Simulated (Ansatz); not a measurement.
Results of r²SCAN (Ansatz, a first-principles code, PAW) for L1₂ (Cu3Au-type) Ni3Al.

Numerical settings: plane-wave cutoff 560 eV, 16×16×16 k mesh, Fermi–Dirac smearing 0.05 eV, spin-polarised with parallel moments, scalar-relativistic PAW data made under PBE.

Energies at three volumes about the minimum:

| V (Å³/atom) | E − E_lowest (meV/atom) |
|---|---|
| 10.742 | 2.87 |
| 10.961 | 0.00 |
| 11.181 | 2.67 |

Fit a parabola by hand: where is the minimum, and what is the bulk modulus?

Slopes: (0.00 − 2.87)/(10.961 − 10.742) = -13.105 and (2.67 − 0.00)/(11.181 − 10.961) = 12.136 meV/Å³. Curvature E″ = 2 × (12.136 − (-13.105))/(11.181 − 10.742) = 114.993 meV/Å⁶. From the middle of the first interval, the slope vanishes at V0 = 10.8515 − (-13.105)/114.993 = 10.965 Å³/atom. B = V0 E″ = 10.965 × 114.993 meV/Å³ × 0.1602 GPa per meV/Å³ = 202 GPa. The full Birch–Murnaghan fit to all volumes gives V0 = 10.961 Å³/atom and B0 = 202 GPa.

Measured, for comparison: bulk modulus 174 GPa (temperature not stated, no zero-point or thermal correction; as tabulated in Zarkevich et al. (2023), arXiv:2304.06869); equilibrium volume per atom 11.39 Å³/atom (temperature not stated, no zero-point or thermal correction; as tabulated in Tensorial elastic properties and stability of interface states associated with …). Computed less measured: bulk modulus +16 %, equilibrium volume per atom -3.8 %.
